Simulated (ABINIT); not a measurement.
**Predicting one run from its neighbours: the energy against the cutoff, Cl (Cm, 4 atoms in the cell)**

```
Cl
1.0
    2.24672    -3.12936     0.00000
    2.24672     3.12936     0.00000
    0.00000     0.00000     8.28478
Cl
4
Direct
  0.87700   0.87700   0.90304
  0.62300   0.62300   0.39700
  0.37700   0.37700   0.60300
  0.12300   0.12300   0.10300
```

Method: PBEsol, norm-conserving pseudopotentials (PseudoDojo nc-sr-04 PBEsol standard) (plane waves; ABINIT).

Base settings: pseudos = [Cl.upf]; ecut = 789 eV; occopt = 3; tsmear = 0.01 eV; ngkpt = 3 3 1; nshiftk = 1; shiftk = 0 0 0; potentials = PseudoDojo nc-sr-04 PBEsol standard; nband = 19; kptopt = 1.

The last step of the ladder, which sets the zero, is ecut = 1905 eV.

The starting cell has typed, rounded lattice constants, without a prior relaxation at this level. Its lattice was rescaled by up to half a per cent. One atom was moved a little off its site on purpose. The mesh is very coarse (it stands for a supercell whose shortest vector is 8 Å): a converged loop gives no converged values here.

An empirical form for the window shown: the miss falls exponentially with the largest wave vector, which goes as √cutoff: ln(ΔF) = a + b·√cutoff.

| ecut | √cutoff (√eV) | F less the last step's (meV/atom) | ln of it |
|---|---|---|---|
| 354 eV | 18.815 | 437.01 | 6.080 |
| 381 eV | 19.519 | ? | ? |
| 435 eV | 20.857 | 148.60 | 5.001 |
| 463 eV | 21.517 | 98.69 | 4.592 |
| 544 eV | 23.324 | 30.18 | 3.407 |

### Question
Fit the line to the 4 rows given and predict the withheld one.

### Answer
Means: x̄ = 21.128, ȳ = 4.7700. Σ(x − x̄)(y − ȳ) = -6.155 and Σ(x − x̄)² = 10.40, so b = -0.5920 and a = ȳ − b·x̄ = 17.278; ΔF halves for each 1.17 in √cutoff. The largest residual of the fitted rows is 0.070. At x = 19.519 the line gives 5.723, that is 306 meV/atom. The run gave 309.36 meV/atom, a miss of 3.36 meV/atom (1 %). The table is a window of a longer ladder. The rows were chosen because the form fits them, the withheld one included, so this shows the method and is no test of the form.

Left out of this page: 10 runs of the series outside the window shown, repeating another row's setting, or not comparable.
